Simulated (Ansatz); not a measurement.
Take GaN in the wurtzite structure (space group P6_3mc, No. 186; a = 3.1831 Å, c = 5.1836 Å) as the base.

Levels (all Ansatz, a first-principles code, PAW): r2SCAN (500 eV, no SOC); HSE06 (420 eV, no SOC).

Its gap is 2.35 eV with r2SCAN and 3.20 eV with HSE06.

Now apply this change: full substitution Ga → Al; the structure is relaxed again.

With r2SCAN the gap becomes 4.88 eV.

### Question
If the HSE06 correction stayed the same, what would the HSE06 gap be, and what does the HSE06 run give?

### Answer
A rigid correction of +0.85 eV gives 5.73 eV. The HSE06 run gives 5.60 eV, so the correction itself changes by -0.13 eV.

Single points use the geometry relaxed with r2SCAN. No phonon test of stability was made.
